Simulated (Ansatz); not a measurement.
Pt on the 1x1 (110) surface of bcc W, one in a 2x2 cell, energies for each (28.7 Å²). Energies are against an atom of fcc Pt, without zero-point or thermal terms; each row is named by its start. No converged result for: 2 more starts.

Method: PBE (plane waves to 420 eV, PAW; Ansatz, an electronic-structure program).

Set-up: 17 atoms, 6.6 Å thick at the start under the adsorbate (thin: gaps and levels are the slab's own); mesh 6x6x1; 0.1 eV smearing; dipole correction on; 8 atoms held, the rest relaxed; each run with such symmetry as its start has; spin-polarised, no spin-orbit, no U, no dispersion correction.

A negative adsorption energy means that the adsorbate is more stable on the surface than in its reference. Heights count from the host atoms within 0.3 Å of the top one.

| starting site | E_ads (eV) | height (Å) | nearest host atom (Å) | bonded to | Δ work function (eV) | lateral drift (Å) | moment (μB) |
|---|---|---|---|---|---|---|---|
| bridge W-W (span 2.8 Å) | -0.31 | 2.04 | W 2.49 | 4 W | -0.47 | 0.0 | 0.0 |
| bridge W-W (span 3.2 Å) | -0.92 | 1.87 | W 2.53 | 4 W | -0.67 | 0.0 | 0.0 |
